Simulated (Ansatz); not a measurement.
**PbS: pressure series**

Base system: PbS in the rock salt structure (space group Fm-3m, No. 225; a = 6.009 Å).

Cell and atoms are relaxed at each pressure.

Computed with Ansatz (a first-principles code), PBE, PAW, cutoff 420 eV, scalar-relativistic without spin-orbit coupling, earlier PAW set.

### Question
Only one of these has no band gap. Which?
A) pressure −1 GPa
B) pressure 50 GPa
C) pressure −2 GPa

### Answer
B, pressure 50 GPa. Computed: pressure −2 GPa: 0.63 eV; pressure 50 GPa: zero; pressure −1 GPa: 0.56 eV

A case with no gap was solved on a k-mesh chosen for an insulator, which is coarse for it. Spin-orbit coupling, missing from the scalar runs, can matter with Pb. Load acts through the strain it causes; cell and atoms are relaxed under it. Whether these cells are dynamically stable was not tested. No other phases were tried under pressure. All final runs are without spin polarisation. The zero or small gap of PbS under pressure 50 GPa can change with the level of theory.
